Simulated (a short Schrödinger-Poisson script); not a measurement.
From a short Schrödinger-Poisson script (our own, NumPy): 1D Poisson equation in equilibrium, electrons quantum, Hartree (BenDaniel-Duke, 12 states a valley, the channel's in-plane mass for all, wave functions ending at the dielectric), parabolic valleys, classical holes, full ionisation, no traps, pinning or gate leakage.

System: symmetric double-gate stack, SiO2 on p-type Si(100), at 300 K.

From the gate side: 1.5 nm SiO2; 5 nm Si, acceptors 8e16 cm⁻³; 1.5 nm SiO2.

Constants are typed, rounded textbook-type inputs, not results; the design itself was drawn at random and stands for no fabricated device. SiO2: permittivity 3.9, conduction-band edge (eV) 3.15, gap (eV) 9, electron mass (mₑ) 0.5. Si: permittivity 11.7, conduction-band edge (eV) 0, gap (eV) 1.124, Nv at 300 K (cm⁻³) 3.1e19.

Channel valleys (confinement mass, in-plane density-of-states mass, number): Δ2 0.916, 0.19, 2; Δ4 0.19, 0.417, 4. At the gates, both at one voltage, the conduction-band edge of layer 1 lies 3.3 eV − eVg above the Fermi level of the channel. Gaps are held at their typed values at every temperature. Mesh 0.03 nm at interfaces.

Problem. Give the gate voltage at 1e11 electrons/cm² (V); the sheet density of all electrons at Vg = 0.25 V (cm⁻²); the capacitance of both gates at Vg = 0.85 V (μF/cm²).

Solution. gate voltage at 1e11 electrons/cm² (V): 0.07; sheet density of all electrons at Vg = 0.25 V (cm⁻²): 2.31e12; capacitance of both gates at Vg = 0.85 V (μF/cm²): 3.53.
